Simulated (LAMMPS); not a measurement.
System: a free-standing liquid film of Cu, 2352 atoms, at 1830 K.

All values are model results, not measurements: classical MD, pair style eam, the elements' _u3.eam files (universal-3 set of Foiles, Baskes and Daw) (LAMMPS).

Problem. Predict the number density in the middle, the surface tension, the excess potential energy of the surface.

Solution. number density in the middle: 0.0712 Å⁻³; surface tension: 0.71 ± 0.03 N/m; excess potential energy of the surface: 1.1 J/m².
